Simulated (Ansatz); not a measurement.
## A constructed model of the (110) surface of bcc W (in the relaxation 2 Bi–W bonds broke), p(2x2) surface alloy, Bi on one W site of the top plane (bottom of the slab: a bare face, its two planes held)

The numbers are results of PBE (plane waves to 420 eV, PAW; Ansatz, a quantum-chemistry and plane-wave program), not measurements.

Set-up: 24 atoms, 11.2 Å thick at the start; mesh 7x7x1; 0.1 eV smearing; dipole correction on; 8 atoms held, the rest relaxed; held to the start's symmetry, so lower structures may exist; no spin, no spin-orbit, no U. It is one candidate, not shown to be the stable structure of the face.

* **work function of the top face**: 4.11 eV
* **energy released by relaxation**: 1.96 eV
* **cost**: around 24 core-minutes (rough)
